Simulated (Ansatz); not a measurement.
Defect: Zn vacancy in wurtzite ZnO, charge state -2. Calculation: PBE, PAW (plane waves to 420 eV; Ansatz, a program for electronic structure).

Settings: 72 host sites, the relaxed PBE lattice, one k-point at (0.125, 0.250, 0.250), smearing 0.01 eV, spin-restricted, no image-charge correction. Energies are static. The charge state is imposed; whether it is stable for some Fermi level was not computed. Forms of the defect that were not tried may lie lower.

Barriers: single points on a 2×2×2 k-point mesh shifted by half a step along c at the bands' geometries.

Relaxed starting cell (atoms counted from 1):

```
CELL_PARAMETERS angstrom
      9.83847     0.00000     0.00000
     -4.91923     8.52036     0.00000
      0.00000     0.00000    10.58758
ATOMIC_POSITIONS crystal
  Zn 0.22183 0.11074 0.73913
  Zn 0.22020 0.43784 0.24804
  Zn 0.22117 0.44374 0.75008
  Zn 0.22054 0.78180 0.24795
  Zn 0.22135 0.77706 0.75020
  Zn 0.55072 0.11201 0.24781
  Zn 0.55546 0.11109 0.75019
  Zn 0.55034 0.43803 0.24817
  Zn 0.55535 0.44364 0.75005
  Zn 0.55507 0.77711 0.25027
  Zn 0.55507 0.77721 0.75050
  Zn 0.89459 0.11218 0.24791
  Zn 0.88851 0.11117 0.75017
  Zn 0.88840 0.44426 0.24651
  Zn 0.88843 0.44409 0.75073
  Zn 0.89409 0.78184 0.24816
  Zn 0.88870 0.77713 0.75020
  Zn 0.11125 0.22181 0.49543
  Zn 0.11299 0.22040 0.00250
  Zn 0.11051 0.55608 0.49811
  Zn 0.11163 0.55680 0.00305
  Zn 0.11164 0.89118 0.49547
  Zn 0.11338 0.89495 0.00289
  Zn 0.44228 0.22161 0.49525
  Zn 0.43893 0.22031 0.00275
  Zn 0.44331 0.55483 0.49895
  Zn 0.44338 0.55497 0.00077
  Zn 0.44350 0.88988 0.49889
  Zn 0.44356 0.88986 0.00087
  Zn 0.77734 0.22292 0.49808
  Zn 0.77674 0.22189 0.00306
  Zn 0.77736 0.55610 0.49814
  Zn 0.77684 0.55679 0.00310
  Zn 0.77835 0.88999 0.49895
  Zn 0.77824 0.88996 0.00087
  O  0.22172 0.11171 0.46764
  O  0.22180 0.11160 0.93066
  O  0.22212 0.44612 0.43934
  O  0.22269 0.44650 0.93794
  O  0.22229 0.77733 0.43939
  O  0.22292 0.77767 0.93806
  O  0.55602 0.11090 0.43926
  O  0.55570 0.11034 0.93802
  O  0.55587 0.44602 0.43950
  O  0.55563 0.44640 0.93796
  O  0.55506 0.77797 0.44038
  O  0.55503 0.77801 0.93951
  O  0.88693 0.11100 0.43925
  O  0.88660 0.11046 0.93799
  O  0.88840 0.44486 0.43846
  O  0.88840 0.44490 0.93991
  O  0.88714 0.77740 0.43953
  O  0.88683 0.77775 0.93808
  O  0.10208 0.23038 0.18230
  O  0.10811 0.22424 0.68980
  O  0.11205 0.55589 0.19091
  O  0.11000 0.55499 0.68827
  O  0.10143 0.87011 0.18217
  O  0.10832 0.88376 0.68982
  O  0.46187 0.23067 0.18229
  O  0.44885 0.22416 0.68969
  O  0.44458 0.55668 0.18981
  O  0.44420 0.55573 0.68886
  O  0.44500 0.88774 0.18992
  O  0.44435 0.88826 0.68880
  O  0.77680 0.22066 0.19094
  O  0.77766 0.22269 0.68824
  O  0.77647 0.55595 0.19089
  O  0.77763 0.55505 0.68831
  O  0.77564 0.88794 0.18989
  O  0.77671 0.88834 0.68886
```
Cell charge -2.

End state 1 differs by these moves (Å; atoms that move under 0.08 Å are left out):

```tsv
atom	element	Δx	Δy	Δz
1	Zn	0.04	0.02	0.14
25	Zn	-1.59	-0.92	2.57
36	O	-0.04	-0.02	-0.30
37	O	-0.13	-0.08	0.01
43	O	0.11	-0.06	-0.06
45	O	0.00	0.15	-0.06
54	O	0.12	-0.07	0.07
58	O	0.00	0.15	0.08
60	O	-0.13	-0.08	0.38
61	O	-0.04	-0.02	-0.10
```

### Question
Predict the forward and backward barriers to end state 1 from PBE, PAW.

### Answer
forward 0.88 eV, backward 0.88 eV; at the saddle point atom 25 has neighbours O at 1.80, O at 1.88 Å. The program found a first-order saddle point.

End state 2 differs by these moves (Å; atoms that move under 0.08 Å are left out):

```csv
atom,element,Δx,Δy,Δz
1,Zn,-0.01,0.00,0.12
2,Zn,-0.05,0.09,0.00
4,Zn,-1.59,2.75,0.00
5,Zn,0.00,0.00,-0.12
36,O,0.00,0.01,-0.30
40,O,0.00,0.01,0.30
54,O,0.13,-0.07,0.09
56,O,-0.01,-0.16,-0.09
58,O,-0.14,0.23,0.00
60,O,-0.14,-0.06,0.08
64,O,0.11,0.08,-0.08
```

### Question
Predict the forward and backward barriers to end state 2 from PBE, PAW.

### Answer
forward 1.11 eV, backward 1.11 eV; at the saddle point atom 4 has neighbours O at 1.87, O at 2.22, O at 2.24, 2 O at 2.33 Å. The program found a first-order saddle point.
